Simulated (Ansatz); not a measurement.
Base system: Ta in the bcc (W type) structure (space group Im-3m, No. 229; a = 3.254 Å; relaxed with 0.1 eV smearing). Axes: x, y, z lie along the cube axes.

Calculations: LDA (Ansatz, a quantum-chemistry and plane-wave program, PAW, without spin-orbit coupling).

Strains are applied to the cell and any free atomic positions relax; under biaxial strain the out-of-plane vector relaxes too.

One change was made to it. Results:

The energy increases by 6.9 meV/atom; the shortest interatomic distance falls by 0.011 Å, from 2.818 Å to 2.807 Å.

Task: Which change produced these results?
A. biaxial strain +2.00 %, plane normal [001], relaxed out of plane
B. biaxial strain −1.50 %, plane normal [001], relaxed out of plane
C. biaxial strain +2.50 %, plane normal [001], relaxed out of plane
D. biaxial strain −1.00 %, plane normal [001], relaxed out of plane

Result: B, biaxial strain −1.50 %, plane normal [001], relaxed out of plane. For comparison, the energy relative to the base in the other runs: biaxial strain +2.00 %, plane normal [001], relaxed out of plane gives +11 meV/atom; biaxial strain +2.50 %, plane normal [001], relaxed out of plane gives +16 meV/atom; biaxial strain −1.00 %, plane normal [001], relaxed out of plane gives +3.0 meV/atom.

No phonon test of stability was made. All final runs are without spin polarisation.
